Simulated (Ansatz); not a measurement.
Method: PBE (plane waves to 420 eV, PAW; Ansatz, a first-principles code).

Electrostatic potential energy of an electron, averaged over planes parallel to the surface, in eV from the Fermi level, for a constructed model of the (100) surface of fcc Ag, a pseudomorphic layer of Nb in the host's stacking (bottom of the slab: a bare face, its two planes held):

```
z (Å)  V (eV)
-----  ------
3.77     4.29
4.06     4.29
4.35     4.28
4.64     4.28
4.93     4.28
5.22     4.26
5.51     4.23
5.80     4.18
6.09     4.06
6.38     3.82
6.67     3.32
6.96     2.22
7.25    -0.63
7.54    -5.07
7.83    -8.64
8.12    -9.76
8.41    -8.09
8.70    -4.43
8.99    -1.00
9.28    -1.21
9.57    -4.85
9.86    -8.48
10.15   -9.98
10.44   -8.71
10.73   -5.21
11.02   -1.46
11.31   -0.79
11.60   -4.07
11.89   -7.89
12.18   -9.87
12.47   -9.12
12.76   -5.93
13.05   -2.02
13.34   -0.52
13.63   -3.33
13.92   -7.28
14.21   -9.73
14.50   -9.50
14.79   -6.70
15.08   -2.74
15.37   -0.52
15.66   -2.76
15.95   -6.69
16.24   -9.45
16.53   -9.64
16.82   -7.19
17.11   -3.28
17.40   -0.57
17.69   -2.20
17.98   -6.12
18.27   -9.21
18.56   -9.86
18.85   -7.92
19.14   -4.42
19.43   -1.95
19.72   -3.92
20.01  -10.24
20.30  -16.89
20.59  -19.43
20.88  -16.12
21.17   -9.10
21.46   -2.62
21.75    0.81
22.04    2.54
22.33    3.50
22.62    4.02
22.91    4.30
23.20    4.45
23.49    4.53
23.78    4.57
24.07    4.59
24.36    4.60
24.65    4.61
24.94    4.61
```

Model: 7-atom slab, 12.8 Å thick at the start, 13x13x1 mesh, Fermi-Dirac 0.1 eV, dipole correction, 2 atoms held, the rest relaxed; symmetry of the start imposed; no spin, no spin-orbit, no U. It is one candidate, not shown to be the stable structure of the face.

Q: The surface cell has an area of 8.60 Å². What dipole along the normal does the step between the two vacuum levels imply?

A: the top vacuum level lies 0.32 eV above the bottom one; p = −ε₀ A ΔV (ε₀ = 0.005526 e/(V·Å)) gives -0.02 e·Å a cell.
